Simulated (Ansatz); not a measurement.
Ansatz (a program for electronic structure) run on NiAl (P4mm, 2 atoms in the cell): self-consistent single point.

Method: LDA (PW92), PAW files made with PBE (plane waves; Ansatz).

The change in words: lattice scaled by 0.98; basis.ecutwfc: 30.9 Ry → 15.4 Ry. Reference geometry:
```yaml
crystal:
  lattice:
    - [2.88133, 0.00000, 0.00000]
    - [0.00000, 2.88133, 0.00000]
    - [0.00000, 0.00000, 2.88133]
  atoms:
    - { symbol: Al, position: [0.50000, 0.50000, 0.51735] }
    - { symbol: Ni, position: [0.00000, 0.00000, 0.00000] }
```

Reference input (self-consistent single point, DFT, LDA (PW92), plane waves, PAW files made with PBE): basis.ecutwfc = 30.9 Ry; kpoints.mp_grid.grid = 11 11 11; hamiltonian.xc = lda; hamiltonian.pseudopotentials = {kind: paw} (the program's default PAW files); scf.occupations.method = fermi_dirac; scf.occupations.width = 0.0073 Ry. This run's input differs from it in these lines:

Ansatz 0.2 input:
```diff
@@ -2,5 +2,5 @@
   lattice:
-    - [2.88133000, 0.00000000, 0.00000000]
-    - [0.00000000, 2.88133000, 0.00000000]
-    - [0.00000000, 0.00000000, 2.88133000]
+    - [2.82370300, 0.00000000, 0.00000000]
+    - [0.00000000, 2.82370300, 0.00000000]
+    - [0.00000000, 0.00000000, 2.82370300]
   atoms:
@@ -9,3 +9,3 @@
 basis:
-  ecutwfc: 30.9 Ry
+  ecutwfc: 15.4 Ry
 kpoints:
```

The program printed (abridged):

```
SCF iter   1: F=—  HF=-6276.718496 eV  |F-HF|=—  |Δ(HF+E_count)|=         —  Δρ=8.91e-2  dr2=7.21e-1  ethr=3.10e-3  ⟨swp⟩=4.0  Hψ=8300  notcnv=0
all-band conjugate gradients solve this SCF's bands
preconditioner: auto → none
SCF iter   2: F=—  HF=-6275.965835 eV  |F-HF|=—  |Δ(HF+E_count)|=   7.53e-1  Δρ=1.22e-1  dr2=3.14e0  ethr=3.10e-3  ⟨swp⟩=2.0  Hψ=4781  notcnv=0  defer=7
   [... lines left out ...]
SCF iter   4: F=—  HF=-6275.350666 eV  |F-HF|=—  |Δ(HF+E_count)|=   5.81e-3  Δρ=2.89e-3  dr2=1.37e-3  ethr=1.69e-4  ⟨swp⟩=1.0  Hψ=2792  notcnv=0  defer=7
SCF iter   5: F=—  HF=-6275.350474 eV  |F-HF|=—  |Δ(HF+E_count)|=   1.91e-4  Δρ=3.45e-4  dr2=3.11e-5  ethr=6.52e-6  ⟨swp⟩=2.3  Hψ=2605  notcnv=0  defer=7
SCF iter   6: F=—  HF=-6275.350461 eV  |F-HF|=—  |Δ(HF+E_count)|=   1.31e-5  Δρ=1.27e-4  dr2=2.67e-6  ethr=1.48e-7  ⟨swp⟩=2.3  Hψ=2564  notcnv=0  defer=7
SCF iter   7: F=-6275.350461 eV  HF=-6275.350461 eV  |F-HF|=5.30e-8  |Δ(HF+E_count)|=   3.52e-7  Δρ=1.99e-5  dr2=6.56e-8  ethr=4.76e-10  ⟨swp⟩=3.1  Hψ=6576  notcnv=0
SCF 1 converged in 7 iterations: F = -6275.350461 eV  dr2 = 6.56e-8
Free energy (F): -6275.350461 eV
Internal energy: -6275.323645 eV  (E = F + TS)
E sigma→0 (E₀):  -6275.337053 eV
Entropy (-TS):   -0.026816 eV (-13.408 meV/atom)
Fermi energy:    14.389635 eV
--- Forces (eV/Å), atoms counted from 1 ---
  atom   1  Al     0.00000000     0.00000000    -0.43175070
  atom   2  Ni    -0.00000000     0.00000000     0.43169056
--- Stress (GPa, compression-positive) ---
       10.256571       0.000000       0.000000
        0.000000      10.256571       0.000000
        0.000000       0.000000      10.206403
  P = ⅓ Tr σ = 10.2398 GPa (102.398 kbar)
  The stress holds the Pulay correction. Without it, at fixed plane waves, as pw.x and ABINIT print it: P = -415.1820 GPa
```

The run converged in 7 iterations. Against the reference run the free energy goes up by 6.15 eV/atom, the pressure goes from -8.24 to 10.24 GPa and the largest force goes from 0.259 to 0.432 eV/Å.

The starting cell has typed, rounded lattice constants, without a prior relaxation at this level. Its lattice was rescaled by up to half a per cent. One atom was moved a little off its site on purpose. For this run, on top of that: lattice scaled by 0.98. Spin polarisation is off. Ansatz's pressure includes its estimate of the finite-basis (Pulay) stress. Without the estimate this run gives -415.18 GPa. The cutoff lies below the one recommended for these files.
